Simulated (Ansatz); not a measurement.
Ca3SbN, carrier doping

Base system: Ca$_{3}$SbN in the anti-perovskite structure (space group Pm-3m, No. 221; a = 4.803 Å; a cell from a computed database, its experimental status unchecked).

Carriers are added at fixed cell with a uniform background; the Fermi–Dirac width is that of 300 K.

Method: Ansatz (a first-principles code) PBEsol, spin-orbit coupling left out.

Candidates:
(a) electrons 5.0×10^21 cm⁻³
(b) holes 3.0×10^21 cm⁻³
(c) holes 5.0×10^21 cm⁻³
(d) holes 2.0×10^21 cm⁻³

Before the change:

The gap between the host's bands is 0.33 eV.

**Question.** Order them by gap between the host's bands, highest first.

**Answer.** (c) holes 5.0×10^21 cm⁻³ (0.58 eV), (b) holes 3.0×10^21 cm⁻³ (0.49 eV), (d) holes 2.0×10^21 cm⁻³ (0.44 eV), (a) electrons 5.0×10^21 cm⁻³ (0.39 eV)

Carriers are added with a uniform compensating background; total energy and stress of such cells depend on the potential's zero and are not compared; many-body gap narrowing is missing at this level. With Sb present, leaving out spin-orbit coupling can change the band edges. Whether these cells are dynamically stable was not tested.
